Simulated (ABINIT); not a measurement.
ABINIT run on Mg3Zn (P1, 4 atoms in the cell): self-consistent single point.

Level of theory: LDA (PW92), PAW (JTH v2.0 LDA PAW) (plane waves; ABINIT).

The change in words: atoms moved at random. Reference geometry:
```
Mg3Zn
1.0
    4.27552     0.00000     0.00000
    0.00000     4.27552     0.00000
    0.00000     0.00000     4.27552
Mg Zn
3 1
Direct
  0.50000   0.50000   0.00000
  0.00000   0.50000   0.50000
  0.50000   0.00000   0.50000
  0.00000   0.00000   0.00000
```

Reference input (self-consistent single point, DFT, LDA (PW92), plane waves, PAW (JTH v2.0 LDA PAW)): pseudos = [Mg.LDA_PW-JTH.xml, Zn.LDA_PW-JTH.xml]; ecut = 30 Ha; pawecutdg = 60 Ha; ixc = 7; occopt = 3; tsmear = 0.05 eV; ngkpt = 6 6 6; nshiftk = 1; shiftk = 0 0 0; potentials = JTH v2.0 LDA PAW; nband = 28; kptopt = 1. This run's input differs from it in these lines:

```diff
@@ -13,6 +13,6 @@
 xred
-         0.5000000000    0.5000000000    0.0000000000
-         0.0000000000    0.5000000000    0.5000000000
-         0.5000000000    0.0000000000    0.5000000000
-         0.0000000000    0.0000000000    0.0000000000
+         0.5078120000    0.5049940000    0.0072120000
+         0.0021430000    0.5046750000    0.4991060000
+         0.4986680000    0.0005820000    0.5066890000
+         0.9913770000    0.9897490000    0.9869920000
 ecut 30
```

The program printed (abridged):

```
--- !BeginCycle
solver: {iscf: 17, nstep: 80, nline: 4, wfoptalg: 10, }
tolerances: {toldfe: 1.00E-09, }
...

     iter   Etot(hartree)      deltaE(h)  residm     nres2
 ETOT  1  -252.50645343514    -2.525E+02 7.778E+00 5.136E+00
 ETOT  2  -254.99068889708    -2.484E+00 1.300E+00 1.533E+00
 ETOT  3  -254.99064735724     4.154E-05 2.972E-01 4.232E-01
 ETOT  4  -254.98933768639     1.310E-03 6.451E-02 8.615E-02
 ETOT  5  -254.98945011436    -1.124E-04 4.379E-02 1.020E-01
   [... 5 lines left out ...]
 ETOT 11  -254.98928414833    -8.246E-09 4.299E-03 4.132E-07
 ETOT 12  -254.98928415019    -1.854E-09 2.678E-03 3.161E-07
 ETOT 13  -254.98928414957     6.115E-10 2.407E-03 2.423E-08
 ETOT 14  -254.98928414967    -9.425E-11 2.271E-03 1.315E-08
 At SCF step   14, etot is converged :
  for the second time, diff in etot=  9.425E-11 < toldfe=  1.000E-09

 Cartesian components of stress tensor (hartree/bohr^3)
  sigma(1 1)=  4.49609348E-05  sigma(3 2)= -3.56432576E-07
  sigma(2 2)=  4.61849974E-05  sigma(3 1)= -8.61791939E-07
  sigma(3 3)=  4.59312994E-05  sigma(2 1)= -1.24823789E-06

 ----iterations are completed or convergence reached----

 reduced coordinates (array xred) for    4 atoms
       0.507812000000      0.504994000000      0.007212000000
       0.002143000000      0.504675000000      0.499106000000
       0.498668000000      0.000582000000      0.506689000000
       0.991377000000      0.989749000000      0.986992000000
 cartesian forces (eV/Angstrom) at end:
    1     -0.09224020097916    -0.07560220433099    -0.10222196271698
   [... lines left out ...]
 Fermi (or HOMO) energy (eV) =   5.77895   Average Vxc (eV)=  -9.12164
   [... lines left out ...]
'-kT*entropy'       : -6.60239136735997E-04
total_energy        : -2.54989323955224E+02
total_energy_eV     : -6.93861237434749E+03
...

-Cartesian components of stress tensor (GPa)         [Pressure= -1.3443E+00 GPa]
- sigma(1 1)=  1.32279615E+00  sigma(3 2)= -1.04866067E-02
- sigma(2 2)=  1.35880931E+00  sigma(3 1)= -2.53547900E-02
- sigma(3 3)=  1.35134526E+00  sigma(2 1)= -3.67244204E-02

 Calculation completed.
```

The run converged in 14 iterations. 

The starting cell comes from a database of computed structures (which also holds hypothetical and non-ambient phases and stackings), without a prior relaxation at this level. For this run, on top of that: atoms moved at random.

These are the values that this program gave, and no reference: the one-centre exchange-correlation terms come from a truncated expansion.

Cost on one core of a shared machine: roughly 5 min.
